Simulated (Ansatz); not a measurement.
## LiNbO3 under load (space group R3c): band-edge transport data

```yaml
crystal:
  lattice:
    - [2.47307, 1.42783, 4.47381]
    - [-2.47307, 1.42783, 4.47381]
    - [0.00000, -2.85565, 4.47381]
  atoms:
    - { symbol: Li, position: [0.28444, 0.28444, 0.28444] }
    - { symbol: Li, position: [0.78444, 0.78444, 0.78444] }
    - { symbol: Nb, position: [0.99825, 0.99825, 0.99825] }
    - { symbol: Nb, position: [0.49825, 0.49825, 0.49825] }
    - { symbol: O, position: [0.09254, 0.38145, 0.71042] }
    - { symbol: O, position: [0.71042, 0.09254, 0.38145] }
    - { symbol: O, position: [0.38145, 0.71042, 0.09254] }
    - { symbol: O, position: [0.21042, 0.88145, 0.59254] }
    - { symbol: O, position: [0.88145, 0.59254, 0.21042] }
    - { symbol: O, position: [0.59254, 0.21042, 0.88145] }
```

These are PBEsol, rigid bands (plane waves, PAW, scalar-relativistic; Ansatz, an electronic-structure program) values and carry that method's errors. Condition of this run: hydrostatic pressure 15 GPa (the target of the relaxation). Geometry: cell and atoms relaxed with PBEsol, then loaded as said.

The band gap comes out as 3.63 eV. The electron conductivity mass (300 K, dilute) is 1.36 (x), 1.36 (y), 1.01 (z) mₑ and the hole conductivity mass (300 K, dilute) comes out as 4.0 (x), 4.0 (y), 3.5 (z) mₑ. The effective density of states N_c (300 K) comes out as 3.3e20 cm⁻³ and the effective density of states N_v (300 K) comes out as 1.4e21 cm⁻³. The density-of-states mass, electrons is 5.6 mₑ and the density-of-states mass, holes is 14.4 mₑ. The Seebeck coefficient, n-type 1e19 cm⁻³, 300 K comes out as -508 μV/K and the Seebeck coefficient, p-type 1e19 cm⁻³, 300 K is 635 μV/K.

Rigid bands; masses and Seebeck coefficients take one relaxation time τ for all states and one kind of carrier; polarons and phonon drag are left out. Spin-orbit coupling is left out; where it splits the top of the valence band, N_v and the p-type Seebeck coefficient come out somewhat high without it.
